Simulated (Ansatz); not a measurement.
The starting structures come from a database of crystals and need not be the phases stable at ambient conditions.

 Where the default PAW files enter, the runs use the earlier of Ansatz's two default sets.

The decay constant κ of evanescent states in the gap governs leakage through a thin film.

```yaml
crystal:
  lattice:
    - [5.66417, 0.00000, 0.00000]
    - [0.00000, 5.66417, 0.00000]
    - [2.83209, -2.83209, 4.05154]
  atoms:
    - { symbol: Sr, position: [0.75000, 0.75000, 0.50000] }
    - { symbol: Sr, position: [0.25000, 0.25000, 0.50000] }
    - { symbol: Zn, position: [0.50000, 0.50000, 0.00000] }
    - { symbol: Mo, position: [0.00000, 0.00000, 0.00000] }
    - { symbol: O, position: [0.72171, 0.20081, 0.00000] }
    - { symbol: O, position: [0.27829, 0.79919, 0.00000] }
    - { symbol: O, position: [0.79919, 0.72171, 0.00000] }
    - { symbol: O, position: [0.20081, 0.27829, 0.00000] }
    - { symbol: O, position: [0.76019, 0.23981, 0.47962] }
    - { symbol: O, position: [0.23981, 0.76019, 0.52038] }
```

Space group of this cell: I4/m. The cell is taken as given; by r2SCAN its mean pressure is -7.5 GPa.

Transport runs along the normal of the first two printed cell vectors, the (001) plane of the conventional cell.

The gap is the functional's own, uncorrected, and κ follows it; spin-orbit coupling is left out. Mid-gap values are interpolated between the computed energies.

**Question.** Give the band gap and the smallest decay constant κ at mid-gap that r2SCAN (Ansatz, a program for electronic structure) yields.

**Answer.** Gap 2.45 eV on a 8×8×8 mesh; κ = 0.310 1/Å, at (0.500, 0.000) of the in-plane reciprocal vectors. At the zone centre, at the nearest computed energy, the slowest state has κ = 0.41 1/Å.
